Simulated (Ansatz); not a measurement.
Worked example: self-consistent single point of ZnPt₃ (P4mm, 4 atoms in the cell) in Ansatz (a program for electronic structure).

Level of theory: PBEsol, default PAW files made with PBE (plane waves; Ansatz).

```
CELL_PARAMETERS angstrom
      3.91025     0.00000     0.00000
      0.00000     3.91025     0.00000
      0.00000     0.00000     3.91025
ATOMIC_POSITIONS crystal
  Zn 0.00000 0.00000 0.01279
  Pt 0.50000 0.50000 0.00000
  Pt 0.00000 0.50000 0.50000
  Pt 0.50000 0.00000 0.50000
```

Reference input (self-consistent single point, DFT, PBEsol, plane waves, default PAW files made with PBE): basis.ecutwfc = 420 eV; kpoints.mp_grid.grid = 9 9 9; hamiltonian.xc = pbesol; hamiltonian.pseudopotentials = {kind: paw} (the program's default PAW files); scf.occupations.method = gaussian; scf.occupations.width = 0.1 eV. This run's input differs from it in these lines:

Ansatz 0.2 input:
```diff
@@ -14,3 +14,3 @@
 kpoints:
-  mp_grid: { grid: [9, 9, 9] }
+  mp_grid: { grid: [15, 15, 15] }
 hamiltonian:
@@ -19,3 +19,3 @@
 scf:
-  occupations: { method: gaussian, width: 0.1 eV }
+  occupations: { method: fermi_dirac, width: 0.1 eV }
 output:
```

Log, with long lists cut:

```
SCF iter   1: F=—  HF=-40433.683011 eV  |F-HF|=—  |Δ(HF+E_count)|=         —  Δρ=8.61e-3  dr2=4.07e-2  ethr=1.77e-3  ⟨swp⟩=5.6  Hψ=41337  notcnv=0  defer=36
all-band conjugate gradients solve this SCF's bands
preconditioner: auto → Kerker (q_TF=auto, 2.774 Å⁻¹)
SCF iter   2: F=—  HF=-40433.676026 eV  |F-HF|=—  |Δ(HF+E_count)|=   6.98e-3  Δρ=4.10e-3  dr2=1.07e-2  ethr=6.17e-5  ⟨swp⟩=2.2  Hψ=16960  notcnv=0  defer=36
   [... lines left out ...]
SCF iter   4: F=—  HF=-40433.673369 eV  |F-HF|=—  |Δ(HF+E_count)|=   4.51e-4  Δρ=5.34e-4  dr2=1.18e-4  ethr=1.36e-6  ⟨swp⟩=2.0  Hψ=15838  notcnv=0  defer=36
SCF iter   5: F=—  HF=-40433.673360 eV  |F-HF|=—  |Δ(HF+E_count)|=   9.19e-6  Δρ=1.15e-4  dr2=1.07e-5  ethr=1.79e-7  ⟨swp⟩=2.0  Hψ=19269  notcnv=0  defer=36
SCF iter   6: F=—  HF=-40433.673373 eV  |F-HF|=—  |Δ(HF+E_count)|=   1.27e-5  Δρ=2.45e-5  dr2=3.30e-7  ethr=1.61e-8  ⟨swp⟩=2.0  Hψ=14833  notcnv=0  defer=36
SCF iter   7: F=-40433.673373 eV  HF=-40433.673373 eV  |F-HF|=1.05e-8  |Δ(HF+E_count)|=   1.82e-8  Δρ=7.05e-6  dr2=2.26e-8  ethr=1.52e-10  ⟨swp⟩=6.6  Hψ=46625  notcnv=0
SCF 1 converged in 7 iterations: F = -40433.673373 eV  dr2 = 2.26e-8
Free energy (F): -40433.673373 eV
Internal energy: -40433.563232 eV  (E = F + TS)
E sigma→0 (E₀):  -40433.618302 eV
Entropy (-TS):   -0.110141 eV (-27.535 meV/atom)
Fermi energy:    20.024425 eV
--- Forces (eV/Å), atoms counted from 1 ---
  atom   1  Zn     0.00000000     0.00000000    -0.22068776
  atom   2  Pt     0.00000000     0.00000000    -0.05150239
  atom   3  Pt    -0.00000000     0.00000000     0.13609212
  atom   4  Pt     0.00000000     0.00000000     0.13609212
--- Stress (GPa, compression-positive) ---
       -5.965129       0.000000       0.000000
        0.000000      -5.965129       0.000000
        0.000000       0.000000      -5.945464
  P = ⅓ Tr σ = -5.9586 GPa (-59.586 kbar)
  The stress holds the Pulay correction. Without it, at fixed plane waves, as pw.x and ABINIT print it: P = -6.0451 GPa
```

The run converged in 7 iterations. Against the reference run the free energy drops by 13.3 meV/atom, the pressure goes from -6.22 to -5.96 GPa and the largest force stays at 0.221 eV/Å.

The starting cell comes from a database of computed structures (which also holds hypothetical and non-ambient phases and stackings), without a prior relaxation at this level. Its lattice was rescaled by up to half a per cent. One atom was moved a little off its site on purpose. Spin polarisation is off. With a pressure of about -6 GPa the cell is away from its equilibrium volume at this level. Ansatz's pressure includes its estimate of the finite-basis (Pulay) stress.

Cost on one core of a shared machine: roughly 60 s.
